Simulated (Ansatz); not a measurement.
Cost and result by functional for the surface energy of the (320) surface of fcc Au in its 1x1 cell, outermost plane spacing 0.58 Å in the ideal cut, in Ansatz (plane waves, PAW). Single points on the PBE structure, on one kind of machine; costs are rough ratios of the slab run's core time (references not counted) to the cheapest single point. r2SCAN's cost holds its higher cutoff (500 against 420 eV). Differences are taken against r2SCAN for comparison alone: no measured value is at hand, so the table doesn't rank accuracy.

Model: 19-atom slab, 10.4 Å thick at the start (thin: gaps and levels are the slab's own), 9x5x1 mesh, Fermi-Dirac 0.1 eV, dipole correction, all atoms relaxed; held to the part of the start's symmetry that mesh and held atoms allow; no spin, no spin-orbit, no U. These notes are the PBE run's.

| functional | relative cost | surface energy (J/m²) | less r2SCAN (J/m²) |
|---|---|---|---|
| RPBE | 1 | 0.69 | -0.42 |
| PBEsol | 1 | 1.27 | 0.15 |
| LDA | 1 | 1.44 | 0.32 |
| r2SCAN | 2 | 1.12 | 0.00 |
| PBE (the relaxed run's value) | – | 0.93 | -0.19 |

The values span 0.74 J/m², while the single points' costs differ by a factor of roughly 2. Differences are of unrounded values.

Ansatz is an electronic-structure program.
